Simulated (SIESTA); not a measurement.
Input and output of a self-consistent single point for ZnP (P6_3mc, 4 atoms in the cell) (SIESTA).

Method of the run: SIESTA 5.4.2 with LDA PW92, numerical atomic orbitals TZP, PseudoDojo LDA standard norm-conserving potentials (rewritten from UPF to PSML).

```
CELL_PARAMETERS angstrom
      3.63466     0.00000     0.00000
     -1.81733     3.14771     0.00000
      0.00000     0.00000     6.91407
ATOMIC_POSITIONS crystal
  Zn 0.33333 0.66667 0.35584
  Zn 0.66667 0.33333 0.85584
  P  0.33333 0.66667 0.01916
  P  0.66667 0.33333 0.51916
```

Reference input (self-consistent single point, DFT, GGA PBEsol, numerical atomic orbitals TZP, PseudoDojo PBEsol standard norm-conserving potentials (rewritten from UPF to PSML)): XC.functional = GGA; XC.authors = PBEsol; potentials = PseudoDojo PBEsol standard; PAO.BasisSize = TZP; PAO.EnergyShift = 0.01 Ry; MeshCutoff = 300 Ry; kgrid.MonkhorstPack = 10 10 5; OccupationFunction = MP; OccupationMPOrder = 0; ElectronicTemperature = 0.2 eV; MaxSCFIterations = 150; SCF.Mixer.Method = Pulay. This run's input differs from it in these lines:

```diff
@@ -1,2 +1,2 @@
-# files in the folder: Zn.psml P.psml (PseudoDojo PBEsol standard)
+# files in the folder: Zn.psml P.psml (PseudoDojo LDA standard)
 SystemName  ZnP
@@ -24,4 +24,4 @@
 
-XC.functional                GGA
-XC.authors                   PBEsol
+XC.functional                LDA
+XC.authors                   PW92
 PAO.BasisSize                TZP
```

Output (repeated stretches shortened):

```
        iscf     Eharris(eV)        E_KS(eV)     FreeEng(eV)     dDmax    Ef(eV) dHmax(eV)
   scf:    1   -11461.830087   -11651.194674   -11651.288639  1.168983 -0.698580 50.495617
   scf:    2   -11775.736903   -11742.505853   -11742.546561  0.666935 -3.126927  5.122595
   scf:    3   -11743.245538   -11742.922577   -11742.963893  0.073940 -3.237599  2.505156
   scf:    4   -11742.871473   -11742.982355   -11743.025067  0.110702 -3.486949  1.417693
   scf:    5   -11743.038130   -11743.034963   -11743.077584  0.054531 -3.510818  0.369605
   [... 2 lines left out ...]
   scf:    8   -11743.038547   -11743.038549   -11743.081118  0.000853 -3.512097  0.016301
   scf:    9   -11743.038552   -11743.038551   -11743.081124  0.000695 -3.512504  0.011108
   scf:   10   -11743.038560   -11743.038557   -11743.081127  0.000380 -3.512387  0.000626
   scf:   11   -11743.038557   -11743.038557   -11743.081127  0.000008 -3.512360  0.000444
SCF Convergence by DM+H criterion
max |DM_out - DM_in|         :     0.0000082334
max |H_out - H_in|      (eV) :     0.0004441889
SCF cycle converged after 11 iterations

Using DM_out to compute the final energy and forces

siesta: E_KS(eV) =           -11743.0386

siesta: E_KS - E_eggbox =    -11743.0386

siesta: Atomic forces (eV/Ang):
     1    0.000015   -0.000008    0.004076
     2   -0.000015    0.000008    0.004070
     3    0.000017   -0.000010   -0.000756
     4   -0.000017    0.000010   -0.000757
   Tot    0.000000   -0.000000    0.006633
   Max    0.004076
   Res    0.001691    sqrt( Sum f_i^2 / 3N )
   Max    0.004076    constrained

Stress tensor Voigt[x,y,z,yz,xz,xy] (kbar):       67.58       67.58       71.45       -0.00        0.00       -0.00
(Free)E + p*V (eV/cell)   -11746.4814
   [... lines left out ...]
siesta: FreeEng =    -11743.081127
siesta: Cell volume =         79.102826 Ang**3
siesta:         -68.87031057        -68.94561185  kBar
   [... lines left out ...]
   4  5.383   1.207  -0.084   0.467   1.010   1.282   1.010  -0.141  -0.339
             -0.141   0.233   0.426   0.233   0.043   0.042   0.052   0.042

              0.043

mulliken: Qtot =       50.000

Mulliken Atomic Populations:
Atom #   charge [q] valence [e]  Species
     1     0.383036   19.616964  Zn
     2     0.383036   19.616964  Zn
     3    -0.383037    5.383037  P
     4    -0.383036    5.383036  P
 Total    -0.000000
```

The run converged in 11 iterations. Against the reference run the pressure goes from -4.62 to -6.89 GPa and the largest force goes from 0.040 to 0.004 eV/Å.

The starting cell comes from a database of computed structures (which also holds hypothetical and non-ambient phases and stackings), without a prior relaxation at this level. Values carry the incompleteness of an atom-centred basis. With a pressure of about -7 GPa the cell is away from its equilibrium volume at this level. The run gives no clean gap (levels at the Fermi energy touch, overlap or are partly filled at this smearing), which alone does not show that the compound is a metal.

Cost on one core of a shared machine: roughly 30 s.
